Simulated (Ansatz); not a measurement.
# AlCr2C (P6₃/mmc, No. 194, 8 atoms in the cell; start mp-9956): properties by level of theory

| level (code) | lattice constant a (Å) | lattice parameter c (Å) |
|---|---|---|
| PBE (Ansatz) | ___ | ___ |
| PBE-D4 (Ansatz) | 2.814 | 12.594 |
| r²SCAN+rVV10 (Ansatz) | 2.816 | 12.618 |

Q: Complete the blanks.

A: 
- PBE (Ansatz, a quantum-chemistry and plane-wave program), lattice constant a (Å): 2.840
- PBE (Ansatz), lattice parameter c (Å): 12.704

Caveats: the relaxation could not lower the start's symmetry, so the cell can be a saddle point above a distorted one (PBE, PBE-D4, r²SCAN+rVV10). Ansatz's density-functional and Hartree–Fock values are scalar-relativistic unless marked +SOC, with PAW data made under PBE.

The crystal itself was run without spin with PBE, PBE-D4, r²SCAN+rVV10; a magnetic state was not tried in these runs.

A start named mp-… is a Materials Project structure, which need not be a measured phase.
